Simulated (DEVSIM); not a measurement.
System: Schottky contact on p-type Si, at 300 K.

Layer 1 from the left is Si, thickness (μm) 0.690, Na (cm⁻³) 9.8e16, τn (s) 1.3e-6, τp (s) 1.3e-6. Layer 2 from the left is Si, thickness (μm) 4.80, Na (cm⁻³) 7.6e17, τn (s) 1.3e-6, τp (s) 1.3e-6.

Left contact: Schottky, work function 4.234 eV, emission velocity 2.1e6 cm/s. Right contact: ohmic. Voltage is applied to the left contact. Recombination: SRH at mid-gap, radiative, Auger. Gap narrowing is on: ΔEg = 6.92 meV × (l + √(l² + 0.5)), l = ln(N/1.3e17 cm⁻³), shared equally by both band edges. Mobility is μmin + (μ − μmin)/(1 + (N/Nref)^α).

This is a model device: material constants are rounded textbook-type values typed into the input, and sizes, dopings and lifetimes were drawn at random. Values at 300 K.

Si: gap (eV) 1.124, affinity (eV) 4.05, permittivity 11.7, Nc (cm⁻³) 2.86e19, Nv (cm⁻³) 3.1e19, μn (cm²/Vs) 1417, μp (cm²/Vs) 470, μn,min 52, μp,min 45, Nref,n 9.7e16, Nref,p 2.2e17, αn 0.68, αp 0.72, B (cm³/s) 4.7e-15, Cn (cm⁶/s) 2.8e-31, Cp (cm⁶/s) 9.9e-32.

DEVSIM, 1D drift-diffusion, Boltzmann statistics, complete ionisation; no tunnelling, impact ionisation, image-force lowering or self-heating. Metal contacts follow the ideal Schottky-Mott rule: no Fermi-level pinning, no interface dipoles.

### Question
What does the simulation give for the dark forward voltage at 1 A/cm², the dark forward voltage at 100 A/cm², the potential step across the device at zero bias?

### Answer
dark forward voltage at 1 A/cm² 0.523 V; dark forward voltage at 100 A/cm² 0.647 V; potential step across the device at zero bias 0.831 V.
